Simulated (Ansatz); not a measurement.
System: C11b WSi2. Method: BLYP in Ansatz (plane waves, PAW).

Settings: plane-wave cutoff 520 eV, 24×24×24 k mesh, Fermi–Dirac smearing 0.05 eV, no spin polarisation, scalar-relativistic PAW data made under PBE.

Starting structure:

```
WSi2
1.0
   -1.60500     1.60500     3.91500
    1.60500    -1.60500     3.91500
    1.60500     1.60500    -3.91500
Si W
2 1
Direct
  0.66500   0.66500   0.00000
  0.33500   0.33500   0.00000
  0.00000   0.00000   0.00000
```

Question: Into what structure does the relaxation of cell and atoms lead at this level, with the symmetry of the start kept?

Answer: The volume increases by 6.3 %; final space group I4/mmm.
```
WSi2
1.0
   -1.64263     1.64263     3.97350
    1.64263    -1.64263     3.97350
    1.64263     1.64263    -3.97350
Si W
2 1
Direct
  0.66404   0.66404   0.00000
  0.33596   0.33596   0.00000
  0.00000   0.00000   0.00000
```

Ansatz is a first-principles code.
